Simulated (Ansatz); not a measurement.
Base system: Na in the bcc (W type) structure (space group Im-3m, No. 229; a = 4.2260 Å; relaxed with 0.1 eV smearing).

Calculations: r2SCAN in Ansatz (plane waves to 500 eV, PAW, no spin-orbit coupling), earlier PAW set.

Base values:

```
Quantity   Result
--------  -------
Pressure  0.0 GPa
```

Modification: an isotropic linear strain of −3.15 %; the atoms relax in the strained cell.

Q: How does this affect the pressure?

A: The pressure goes from zero to 0.9 GPa.

Q: Predict the new energy relative to the base.

A: The energy grows by 8.7 meV/atom.

No phonon test of stability was made.

Ansatz is a program for electronic structure.
